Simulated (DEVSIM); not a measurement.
Device: Schottky contact on n-type GaAs, at 300 K.

Layer 1 from the left is GaAs, thickness (μm) 5.90, Nd (cm⁻³) 1.5e17, τn (s) 3e-10, τp (s) 3e-10.

Left contact: Schottky, work function 5.17 eV, emission velocity 8e6 cm/s. Right contact: ohmic. Voltage is applied to the left contact. Recombination: SRH at mid-gap, Auger. Mobility is constant in doping.

The device is made up for the run: typed textbook-type constants, with dimensions and the other settings drawn at random. Values at 300 K.

GaAs: gap (eV) 1.424, affinity (eV) 4.07, permittivity 12.9, Nc (cm⁻³) 4.7e17, Nv (cm⁻³) 9e18, μn (cm²/Vs) 8500, μp (cm²/Vs) 400, Cn (cm⁶/s) 1e-30, Cp (cm⁶/s) 1e-30.

Estimate by hand the built-in potential, the peak field at zero bias, and compare with a numerical solution.


- Built-in potential: barrier φB = 1.100 eV; Vbi = φB − kT/q ln(N_band/N) = 1.070 V; numerical 1.070 V.
- Peak field at zero bias: depletion approximation: W = √(2εVbi/(qN)) = 0.101 μm with N = 1.50e17 cm⁻³; field = 2Vbi/W = 212000 V/cm; numerical 209000 V/cm (estimate above by 1.7 %).

Model (solved in DEVSIM): 1D drift-diffusion, Boltzmann statistics, complete ionisation; no tunnelling, impact ionisation, image-force lowering or self-heating. Metal contacts follow the ideal Schottky-Mott rule: no Fermi-level pinning, no interface dipoles.
